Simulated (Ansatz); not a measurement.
In a (4,4) GaN nanotube, the lowest empty band has its minimum at Γ and lies 0.058 eV higher 0.0610 Å⁻¹ away along the axis.

Calculation: PBE (plane waves to 420 eV, PAW; Ansatz, a quantum-chemistry and plane-wave program). Mesh 1×1×10. No spin polarisation. Isolated but for its images some 11 Å away. A hypothetical model, rolled from the flat sheet. Symmetry and one short period hold its shape; lower forms weren't sought.

Estimate the electron mass along the axis.

For a parabola ΔE = ħ²Δk²/2m, and ħ²/2mₑ = 3.810 eV Å². So m/mₑ = 3.810 × 0.0610²/0.058 = 0.24. The curvature over a step a third as long gives 0.24; the band is close to a parabola here.
